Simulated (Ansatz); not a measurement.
**What K → Ba does to K**

Take K in the bcc (W type) structure (space group Im-3m, No. 229; a = 5.344 Å) as the base.

The change: full substitution K → Ba, then cell and atoms are relaxed.

Computed with r2SCAN, PAW, 500 eV (Ansatz, a program for electronic structure; no spin-orbit coupling), earlier PAW set. Settings: 13×13×13 k-points, 0.05 eV Fermi–Dirac smearing, for the changed cell.

```
quantity                    base          changed        shift
---------------  ---------------  ---------------  -----------
volume per atom         76.32 Å³         65.12 Å³    -11.20 Å³
density               0.85 g/cm³       3.50 g/cm³  +2.65 g/cm³
space group      Im-3m (No. 229)  Im-3m (No. 229)            –
band gap                    zero             zero            –
```

Stability against distortions was not tested.
